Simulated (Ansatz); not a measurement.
What pressure −2 GPa does to BP

Consider BP in the zinc blende structure (space group F-43m, No. 216; a = 4.491 Å).

The change: a negative pressure, −2 GPa.

Method: LDA, PAW, 420 eV (Ansatz, an electronic-structure program; no spin-orbit coupling). Γ-centred 13×13×13 mesh, Fermi–Dirac width 0.05 eV.

The volume per atom increases by 0.13 Å³, from 11.32 Å³ to 11.45 Å³ and the density shrinks by 0.04 g/cm³ to 3.03 g/cm³. The lattice parameter a goes up by 0.017 Å, from 4.491 Å to 4.508 Å and the shortest interatomic distance increases by 0.0075 Å (1.944 Å → 1.952 Å). The band gap goes up by 0.014 eV (1.14 eV → 1.16 eV) and the gap character is still indirect, Γ → Γ–X (83 % along). The smallest direct gap shrinks by 0.02 eV, from 3.43 eV to 3.41 eV and the width of the top valence band decreases by 0.07 eV, from 5.67 eV to 5.60 eV. The electron mass remains 1.3 mₑ along k, 0.22 mₑ across (off the special points) and the hole mass (degenerate bands, along [100]) remains 0.25, 0.25, 0.36 mₑ (at Γ).

Load acts through the strain it causes; cell and atoms are relaxed under it. Masses are band curvatures over ±0.01 Å⁻¹ around the edge. Along k means along the line from Γ to the band edge. Stability against distortions was not tested.
